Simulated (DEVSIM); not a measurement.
Structure: Pd/HfO2/SiO2/n-Si capacitor, at 300 K.

Layer 1 from the left is HfO2, thickness (nm) 3.00. Layer 2 from the left is SiO2, thickness (nm) 0.850. Layer 3 from the left is Si, thickness (nm) 5000, Nd (cm⁻³) 1.3e16.

Metal gate on the left, work function 5.2 eV. Fixed charge at the semiconductor interface 0 cm⁻² (in units of +e); no interface traps.

The device is made up for the run: typed textbook-type constants, with dimensions and the other settings drawn at random. Values at 300 K.

HfO2: gap (eV) 5.7, affinity (eV) 2.5, permittivity 22. SiO2: gap (eV) 9, affinity (eV) 0.9, permittivity 3.9. Si: gap (eV) 1.124, affinity (eV) 4.05, permittivity 11.7, Nc (cm⁻³) 2.86e19, Nv (cm⁻³) 3.1e19.

### Question
Estimate by hand the flat-band voltage, the threshold voltage, and compare with a numerical solution.

### Answer

- Flat-band voltage: C = 2.50 μF/cm², work-function difference 0.951 V; VFB = φms − qNf/C = 0.95 V; numerical 0.95 V.
- Threshold voltage: φF = 0.362 V, depletion charge √(4εqNφF) = 5.59e-8 C/cm²; VT = VFB − 2φF − Qd/C = 0.20 V; numerical 0.20 V.

DEVSIM, 1D Poisson equation in equilibrium, Boltzmann statistics, complete ionisation; no quantum confinement or tunnelling. Metal contacts follow the ideal Schottky-Mott rule: no Fermi-level pinning, no interface dipoles.
